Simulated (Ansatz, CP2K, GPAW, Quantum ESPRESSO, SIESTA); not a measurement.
Ge (Fd-3m, 2 atoms in the cell) computed with different codes at matched settings

Relaxation of cell and atoms.

```xyz
2
Lattice="0.0000 2.8201 2.8201 2.8201 0.0000 2.8201 2.8201 2.8201 0.0000" Properties=species:S:1:pos:R:3 pbc="T T T"
Ge     2.8201     2.8201     2.8201
Ge     4.2302     4.2302     4.2302
```

Shared settings, as Ansatz (a program for electronic structure) writes them: kpoints.mp_grid.grid = 8 8 8; scf.occupations.method = fermi_dirac; scf.occupations.width = 0.1 eV. Potentials and cutoffs stand in the table.

```json
[
 {"code": "GPAW", "model": "PBE, GPAW PAW datasets PBE (gpaw-data 1.0.1)", "final volume (Å³/atom)": "23.99", "cutoff": "550 eV"},
 {"code": "SIESTA", "model": "GGA PBE, numerical atomic orbitals DZP, PseudoDojo PBE standard norm-conserving potentials (rewritten from UPF to PSML)", "final volume (Å³/atom)": "24.40", "cutoff": "grid 400 Ry"},
 {"code": "CP2K", "model": "PBE, GPW, DZVP-MOLOPT-PBE-GTH basis, GTH-PBE potentials (POTENTIAL_UZH)", "final volume (Å³/atom)": "24.09", "cutoff": "grid 400 Ry"},
 {"code": "Ansatz", "model": "PBE, default PAW files", "final volume (Å³/atom)": "23.93", "cutoff": "420 eV"},
 {"code": "Quantum ESPRESSO", "model": "PBE, PSlibrary ultrasoft (PBE) pseudopotentials", "final volume (Å³/atom)": "24.01", "cutoff": "30 Ry"}
]
```

The spread over the programs that give each value: final volume within 0.47 Å³/atom.

SIESTA and CP2K use small atom-centred bases, whose incompleteness enters pressures, forces and empty levels differently from a plane-wave cutoff. The programs treat the finite-basis stress differently while the cell relaxes: Ansatz adds an estimate of it.

The starting cell comes from a database of computed structures (which also holds hypothetical and non-ambient phases and stackings), without a prior relaxation at this level. Its lattice was rescaled by a random factor within 2.5 % of one.

Keys are those of Ansatz 0.2.
